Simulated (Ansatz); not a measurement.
Results of r²SCAN+SOC (plane waves, PAW; Ansatz, an electronic-structure program) for LaN (P6₃mc, No. 186, 4 atoms in the cell; start mp-567290; a measured phase of this formula has another space group).

Numerical settings: plane-wave cutoff 560 eV, 12×12×6 k mesh (along the axes of the cell as run), Fermi–Dirac smearing 0.01 eV, PAW data made under PBE.

Cell (relaxed with PBEsol):

LaN is taken in the hexagonal space group P6₃mc (No. 186), Pearson symbol hP4. Conventional cell: a = 4.115 Å, b = 4.115 Å, c = 5.812 Å, α = 90.00°, β = 90.00°, γ = 120.00°. La on 2b is surrounded by 4 N at 2.421–2.441 Å and 1 N at 3.370 Å (trigonal bipyramidal). N on 2b is surrounded by 4 La at 2.421–2.441 Å and 1 La at 3.370 Å (trigonal bipyramidal). (Neighbours: up to the widest gap in distance over summed covalent radii, below 1.35, at either atom; cation-cation and far metal-metal contacts left out.)

Task: Estimate the band gap, smallest direct gap on the k points sampled and direct gap at Γ that the calculation returns.

Result: 
* **band gap**: 1.39 eV (indirect)
* **smallest direct gap on the k points sampled**: 1.65 eV
* **direct gap at Γ**: 1.88 eV

Note: cell and atoms aren't relaxed at this level (largest force component 0.05 eV/Å, pressure 2.9 GPa).

Static lattice: no zero-point or thermal effects.

The result took around 5 core-minutes (rough).

A start named mp-… is a Materials Project structure, which need not be a measured phase.
